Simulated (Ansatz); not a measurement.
An Ansatz (an electronic-structure program) run: GaSb with a change (strain tensor (xx, yy, zz, yz, xz, xy) = (−0.44, −0.57, +0.28, −0.16, −1.37, +0.92) %); r2SCAN (Ansatz, PAW, no SOC).

Input:

Ansatz 0.2 input:
```yaml
crystal:
  lattice:
    - [-0.0139513056, 3.0438375867, 3.0699004652]
    - [3.0107223999, 0.0231499685, 3.0327991911]
    - [3.0807855498, 3.0767994624, -0.0469131813]
  atoms:
    - { symbol: Sb, position: [0.75, 0.75, 0.75] }
    - { symbol: Ga, position: [0, 0, 0] }
basis: { ecutwfc: 500, ecutrho_ratio: 4, xc_grid: 4, fft_grid_basis: typed }
kpoints: { mp_grid: { grid: [13, 13, 13] } }
hamiltonian:
  xc: r2scan
  dispersion: none
  pseudopotentials: { kind: paw }
scf: { occupations: { method: fermi_dirac, width: 0.05 }, convergence: { dr2_threshold: 0.0000000002 } }
relax: { f_tol: 0.005, max_steps: 50 }
output: { forces: true, stress: true }
checkpoint: { write: state.ck, write_every: 1000 }
```

Output (explanatory and most iteration lines left out):

```
Relaxation: its limit of steps is 50 (relax.max_steps)
Pseudopotential: Sb, paw, valence charge 15
Pseudopotential: Ga, paw, valence charge 13
Crystal: 2 atoms, lattice volume = 57.219 Å³
Basis set: ecut = 500 eV, 1451 PW (Γ), exchange–correlation on 128×128×128 points (64 copies of the dense FFT grid, shifted against one another)
Bands: 18, of which v1, the nominal top of the filled ones, is band 14 counted from 1 (13 counted from 0)
Symmetry: 1 space group operations
Space group: P1 (ITA 1), of the structure as read, at distance tolerance 3.9e-5 Å
k-points: 1099 of 2197 (time reversal used)
Functional: x = r2scan, c = r2scan; τ floored in thin density (d = 2e-4 eV/Å³)
SCF iter   1: F=—  HF=-10289.845640 eV  |F-HF|=—  |Δ(HF+E_count)|=         —  Δρ=7.61e-3  dr2=1.47e-2  dr2_τ=3.24e-3  ethr=1.77e-3  ⟨swp⟩=6.0  Hψ=103646  notcnv=0
SCF iter   2: F=—  HF=-10289.853631 eV  |F-HF|=—  |Δ(HF+E_count)|=   7.99e-3  Δρ=1.98e-3  dr2=1.95e-3  dr2_τ=3.86e-5  ethr=5.23e-5  ⟨swp⟩=2.0  Hψ=42871  notcnv=0
SCF 1 converged in 8 iterations: F = -10289.853170 eV  dr2 = 2.44e-11
relax step   1: F+E_penalty+E_count = -10289.85316999 eV  Δ(F+E_penalty+E_count) = +0.000e0 eV  max|allowed force component| = 1.922e-1 eV/Å  Δτ_max = 0.0000 Å  (8 SCF iters, accepted)
Crystal: 2 atoms, lattice volume = 57.219 Å³
SCF iter   1: F=—  HF=-10289.840031 eV  |F-HF|=—  |Δ(HF+E_count)|=         —  Δρ=2.37e-3  dr2=1.19e-3  dr2_τ=1.30e-2  ethr=4.27e-6  ⟨swp⟩=2.0  Hψ=80001  notcnv=0
SCF iter   2: F=—  HF=-10289.854273 eV  |F-HF|=—  |Δ(HF+E_count)|=   1.42e-2  Δρ=1.27e-3  dr2=4.03e-4  dr2_τ=8.50e-6  ethr=4.24e-6  ⟨swp⟩=2.3  Hψ=40745  notcnv=0
SCF 2 converged in 8 iterations: F = -10289.854392 eV  dr2 = 1.20e-10
relax step   2: F+E_penalty+E_count = -10289.85439243 eV  Δ(F+E_penalty+E_count) = -1.222e-3 eV  max|allowed force component| = 1.513e-1 eV/Å  Δτ_max = 0.0252 Å  (8 SCF iters, accepted)
Crystal: 2 atoms, lattice volume = 57.219 Å³
SCF iter   1: F=—  HF=-10289.853606 eV  |F-HF|=—  |Δ(HF+E_count)|=         —  Δρ=1.04e-3  dr2=2.29e-4  dr2_τ=2.52e-3  ethr=8.19e-6  ⟨swp⟩=3.9  Hψ=68809  notcnv=0
SCF iter   2: F=—  HF=-10289.856382 eV  |F-HF|=—  |Δ(HF+E_count)|=   2.78e-3  Δρ=5.57e-4  dr2=7.72e-5  dr2_τ=1.65e-6  ethr=8.18e-7  ⟨swp⟩=3.0  Hψ=52985  notcnv=0
SCF 3 converged in 8 iterations: F = -10289.856405 eV  dr2 = 4.42e-11
relax step   3: F+E_penalty+E_count = -10289.85640526 eV  Δ(F+E_penalty+E_count) = -2.013e-3 eV  max|allowed force component| = 6.396e-4 eV/Å  Δτ_max = 0.0111 Å  (8 SCF iters, accepted)
Crystal: 2 atoms, lattice volume = 57.219 Å³
SCF iter   1: F=—  HF=-10289.856405 eV  |F-HF|=—  |Δ(HF+E_count)|=         —  Δρ=2.57e-7  dr2=4.42e-11  dr2_τ=2.91e-13  ethr=1.00e-12  ⟨swp⟩=2.1  Hψ=113534  notcnv=0
SCF iter   2: F=-10289.856405 eV  HF=-10289.856405 eV  |F-HF|=3.64e-12  |Δ(HF+E_count)|=  9.09e-12  Δρ=1.15e-7  dr2=5.45e-12  dr2_τ=2.02e-13  ethr=1.00e-12  ⟨swp⟩=4.0  Hψ=64779  notcnv=0
SCF 4 converged in 2 iterations: F = -10289.856405 eV  dr2 = 5.45e-12
SCF converged after 2 iterations
Free energy (F): -10289.856405 eV
Internal energy: -10289.856371 eV  (E = F + TS)
E sigma→0 (E₀):  -10289.856388 eV
Entropy (-TS):   -0.000034 eV (-0.017 meV/atom)
Fermi energy:    7.815033 eV
--- Forces (eV/Å), atoms counted from 1 ---
  atom   1  Sb     0.00063972     0.00008415    -0.00061364
  atom   2  Ga    -0.00063978    -0.00008473     0.00061404
--- Stress (GPa, compression-positive) ---
        0.550245      -0.820340       1.202921
       -0.820340       0.574788       0.157289
        1.202921       0.157289       0.169928
  P = ⅓ Tr σ = 0.4317 GPa (4.317 kbar)
--- Relaxed structure (3 steps of the walk, 3 accepted, 0 SCFs on fresh bases) ---
  atoms:
    - { symbol: Sb, position: [0.7494705429810377, 0.753053489391494, 0.7466913929386281] }
    - { symbol: Ga, position: [0.0005294570189622336, -0.0030534893914943473, 0.0033086070613720688] }
```

With Sb present, leaving out spin-orbit coupling can change the band edges. No phonon test of stability was made. The cell was made from GaSb in the zinc blende structure (space group F-43m, No. 216) by this change: strain tensor (xx, yy, zz, yz, xz, xy) = (−0.44, −0.57, +0.28, −0.16, −1.37, +0.92) %.
